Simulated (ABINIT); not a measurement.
Input and output of a self-consistent single point for InSb (R3m, 2 atoms in the cell) (ABINIT).

Method of the run: LDA (PW92), PAW (JTH v2.0 LDA PAW) (plane waves; ABINIT).

```yaml
crystal:
  lattice:
    - [0.00000, 3.23028, 3.23028]
    - [3.23028, 0.00000, 3.23028]
    - [3.23028, 3.23028, 0.00000]
  atoms:
    - { symbol: In, position: [0.00447, 0.00447, 0.00447] }
    - { symbol: Sb, position: [0.25000, 0.25000, 0.25000] }
```

Reference input (self-consistent single point, DFT, LDA (PW92), plane waves, PAW (JTH v2.0 LDA PAW)): pseudos = [In.LDA_PW-JTH.xml, Sb.LDA_PW-JTH.xml]; ecut = 544 eV; pawecutdg = 1088 eV; pawxcdev = 0; ixc = 7; occopt = 3; tsmear = 0.00036749 Ha; ngkpt = 3 3 3; nshiftk = 1; shiftk = 0 0 0; potentials = JTH v2.0 LDA PAW; nband = 19. This run's input differs from it in these lines:

```diff
@@ -21,3 +21,3 @@
 tsmear 0.00036749
-nband 19
+nband 14
 kptopt 1
```

Log, with long lists cut:

```
   0.00000   0.00000  -0.00001   0.00002  -0.00001   0.00005  -0.00011   0.00005   0.00005  -0.00002  -0.82109  -0.00002 ...
   0.00002  -0.00005   0.00006   0.00002   0.00002  -0.00039  -0.00012  -0.00012  -0.00004  -0.00004  -0.00002  -0.82120 ...
   ...  only 12  components have been written...

 ****** Psp strength Dij in Ha (atom      2) *****
   0.52796  -1.42009  -0.00002  -0.00002  -0.00002   0.00016   0.00016   0.00016  -0.00004  -0.00004   0.00000  -0.00004 ...
  -1.42009   4.09974   0.00006   0.00006   0.00006  -0.00045  -0.00045  -0.00045   0.00011   0.00011   0.00000   0.00011 ...
  -0.00002   0.00006   0.26646   0.00001   0.00001  -1.77414  -0.00009  -0.00009   0.00000   0.00000   0.00000   0.00012 ...
   [... 9 lines left out ...]
   ...  only 12  components have been written...

 ITER STEP NUMBER     1
 Max number of non-self-consistent loops: 2

 newocc:
  The calling routine gives nelect=   0.28000000D+02
  The lowest bound is  -0.91714703D+00, with nelect=  0.00000000D+00
  The highest bound is   0.90419474D+00, with nelect=  0.28000000D+02

--- !BUG
src_file: m_occ.F90
src_line: 643
mpi_rank: 0
message: |

     newocc:
      The calling routine gives nelect=   0.28000000D+02
      The lowest bound is  -0.91714703D+00, with nelect=  0.00000000D+00
      The highest bound is   0.90419474D+00, with nelect=  0.28000000D+02
...

  Action: contact ABINIT group (please attach the output of `abinit -b`)

 abinit_abort: decision taken to exit. Check above messages for more info
Abort(13) on node 0 (rank 0 in comm 0): application called MPI_Abort(MPI_COMM_WORLD, 13) - process 0

--- !BUG
src_file: m_occ.F90
src_line: 643
mpi_rank: 0
message: |

     newocc:
      The calling routine gives nelect=   0.28000000D+02
      The lowest bound is  -0.91714703D+00, with nelect=  0.00000000D+00
      The highest bound is   0.90419474D+00, with nelect=  0.28000000D+02
...

  Action: contact ABINIT group (please attach the output of `abinit -b`)
```

The program stopped before any SCF iteration. 

The starting cell has typed, rounded lattice constants, without a prior relaxation at this level. Its lattice was rescaled by up to half a per cent. One atom was moved a little off its site on purpose.
